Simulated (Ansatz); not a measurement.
## A computed series for W: pressure series

Start from W in the bcc (W type) structure (space group Im-3m, No. 229; a = 3.169 Å).

Cell and atoms are relaxed at each pressure.

Method: r2SCAN (Ansatz, a quantum-chemistry and plane-wave program, PAW, no spin-orbit coupling).

```tsv
pressure (GPa)	volume per atom (Å³/atom)
-2	16.019
-1	15.968
0	15.917
3	15.770
7	?
30	14.693
50	14.084
75	13.463
100	12.946
```

Fit the third-order Birch–Murnaghan form P(V) = (3B₀/2)[(V₀/V)^(7/3) − (V₀/V)^(5/3)]·[1 + (3/4)(B₀′ − 4)((V₀/V)^(2/3) − 1)] (squares taken in P) to the rows shown and predict the withheld row.

Least squares on the printed values gives V₀ = 15.917 Å³/atom, B₀ = 320 GPa, B₀′ = 4.0; this predicts 15.586 Å³/atom, and the run gives 15.584 Å³/atom, 0.002 lower.

Load acts through the strain it causes; cell and atoms are relaxed under it. Stability against distortions was not tested. No other phases were tried under pressure. The final runs are not spin-polarised.
